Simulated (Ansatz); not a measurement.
The parent structure is NaI in the zinc blende structure (space group F-43m, No. 216; a = 7.163 Å; a hypothetical phase, not in the database extracts checked).

(Cell as relaxed with PBE.)

Levels (all Ansatz, a program for electronic structure, PAW): PBE (420 eV, no spin-orbit coupling); r2SCAN (500 eV, without spin-orbit coupling).

Each level relaxes its own structure.

```tsv
quantity	PBE	r2SCAN
volume per atom	45.95 Å³	[?]
lattice parameter a	7.163 Å	[?]
band gap	3.77 eV	[?]
gap character	direct at Γ	[?]
electron mass	0.36 mₑ	[?]
hole mass (degenerate bands, along [100])	0.69, 2.9, 2.9 mₑ	[?]
```

Question: Predict the r2SCAN column.

Answer: 
- volume per atom, r2SCAN: 44.51 Å³
- lattice parameter a, r2SCAN: 7.088 Å
- band gap, r2SCAN: 4.42 eV
- gap character, r2SCAN: direct at Γ
- electron mass, r2SCAN: 0.36 mₑ
- hole mass (degenerate bands, along [100]), r2SCAN: 0.71, 2.7, 2.7 mₑ

PBE's volume per atom lies 1.44 Å³ above r2SCAN's (3.2 %); PBE's lattice parameter a lies 0.075 Å above r2SCAN's (1.1 %); PBE's band gap lies 0.65 eV below r2SCAN's; the two agree on the gap character and electron mass. Neither level is exact; r2SCAN is the comparison here, not a measurement.

Spin-orbit coupling, missing from the scalar runs, can matter with I. Effective masses come from finite differences of ±0.01 Å⁻¹. Stability against distortions was not tested.
